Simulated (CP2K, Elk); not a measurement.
An Elk input for a self-consistent single point of CaBr2 (Pnnm, 6 atoms in the cell) (DFT, PBEsol, all-electron FP-LAPW, Elk's shipped species files, LAPW+lo basis):

```
tasks
  0

xctype
  22

rgkmax
  7.5

gmaxvr
  14.0

nxoapwlo
  1

stype
  0

swidth
  0.0001

avec
   12.5760706676    0.0000000000    0.0000000000
    0.0000000000   13.0495604454    0.0000000000
    0.0000000000    0.0000000000    8.2501096231

sppath
  './'

atoms
  2   : nspecies
  'Ca.in'   : spfname
  2   : natoms; atposl, bfcmt below
  0.0000000000  0.0000000000  0.0000000000    0.0 0.0 0.0
  0.5000000000  0.5000000000  0.5000000000    0.0 0.0 0.0
  'Br.in'   : spfname
  4   : natoms; atposl, bfcmt below
  0.2754500000  0.3274700000  0.0000000000    0.0 0.0 0.0
  0.7245500000  0.6725300000  0.0000000000    0.0 0.0 0.0
  0.7754500000  0.1725300000  0.5000000000    0.0 0.0 0.0
  0.2245500000  0.8274700000  0.5000000000    0.0 0.0 0.0

ngridk
  2 2 3
```

Q: Translate this input to CP2K.

A: This is the input that was run; spellings and numerical settings could be chosen otherwise.

```
&GLOBAL
  PROJECT scf
  RUN_TYPE ENERGY_FORCE
  PRINT_LEVEL LOW
&END GLOBAL
&FORCE_EVAL
  METHOD Quickstep
  STRESS_TENSOR ANALYTICAL
  &DFT
    BASIS_SET_FILE_NAME BASIS_MOLOPT
    POTENTIAL_FILE_NAME GTH_POTENTIALS
    &QS
      METHOD GPW
      EPS_DEFAULT 1E-10
    &END QS
    &MGRID
      CUTOFF 500
      REL_CUTOFF 40
      NGRIDS 5
    &END MGRID
    &SCF
      SCF_GUESS ATOMIC
      EPS_SCF 1E-6
      MAX_SCF 100
      ADDED_MOS 9
      &DIAGONALIZATION
        ALGORITHM STANDARD
      &END DIAGONALIZATION
      &MIXING
        METHOD BROYDEN_MIXING
        ALPHA 0.4
        NBUFFER 8
        BETA 1
      &END MIXING
    &END SCF
    &KPOINTS
      SCHEME MONKHORST-PACK 2 2 3
      GAMMA_CENTERED T
    &END KPOINTS
    &XC
      &XC_FUNCTIONAL
        &PBE
          PARAMETRIZATION PBESOL
        &END PBE
      &END XC_FUNCTIONAL
    &END XC
    &PRINT
      &MO
        EIGENVALUES T
        OCCUPATION_NUMBERS T
        NDIGITS 8
        FILENAME mo
        &EACH
          QS_SCF 0
        &END EACH
        ADD_LAST NUMERIC
      &END MO
      &MULLIKEN OFF
      &END MULLIKEN
    &END PRINT
  &END DFT
  &SUBSYS
    &CELL
      ABC 6.65497000 6.90553000 4.36577000
      ALPHA_BETA_GAMMA 90.00000000 90.00000000 90.00000000
      PERIODIC XYZ
    &END CELL
    &COORD
      Ca       0.00000000     0.00000000     0.00000000
      Ca       3.32748500     3.45276500     2.18288500
      Br       1.83311149     2.26135391     0.00000000
      Br       4.82185851     4.64417609     0.00000000
      Br       5.16059649     1.19141109     2.18288500
      Br       1.49437351     5.71411891     2.18288500
    &END COORD
    &KIND Ca
      BASIS_SET DZVP-MOLOPT-SR-GTH-q10
      POTENTIAL GTH-PBE-q10
    &END KIND
    &KIND Br
      BASIS_SET DZVP-MOLOPT-SR-GTH-q7
      POTENTIAL GTH-PBE-q7
    &END KIND
  &END SUBSYS
  &PRINT
    &FORCES ON
    &END FORCES
    &STRESS_TENSOR ON
    &END STRESS_TENSOR
  &END PRINT
&END FORCE_EVAL
```

Basis, cutoffs, solver keys and any potentials are the target program's own. This input uses DFT PBEsol, GPW, DZVP-MOLOPT-SR-GTH basis, GTH-PBE potentials (GTH_POTENTIALS).

The starting cell comes from a database of computed structures (which also holds hypothetical and non-ambient phases and stackings), without a prior relaxation at this level.
